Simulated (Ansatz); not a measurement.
Defect migration in zinc-blende ZnS: S vacancy, neutral cell. The step: one S atom jumps into the vacancy from a nearby S site; the atom moves 3.71 Å along (0.00, -0.48, -0.48) of the unit cell; the moving atom starts with neighbours 2 Zn at 2.35, Zn at 2.38, Zn at 2.40 Å and ends with 2 Zn at 2.36, 2 Zn at 2.38 Å. DFT values are from Ansatz (plane-wave PAW, 420 eV unless said) in a cell of 64 host sites, spin-restricted, static, with no finite-size correction. The charge state is imposed; whether it is stable for some Fermi level was not computed. Forms of the defect that were not tried may lie lower. For the PBE band: the saddle point's order was not checked, and it lies on a symmetry element of the cell, where a band can be held.

```tsv
Level	Forward barrier (eV)	Cost of the band or of the saddle's single point
CHGNet universal potential (has no charge state), its own band	1.20	-
PBE, the Γ point alone, band relaxed	2.07	roughly 13 core-minutes
PBE, a 2×2×2 k-point mesh shifted by half a step, same geometries	2.75	about 2.8 core-minutes (a rough figure)
r2SCAN at 500 eV, the Γ point alone, same geometries	2.44	roughly 60 core-seconds
```

Ansatz is a program for electronic structure.
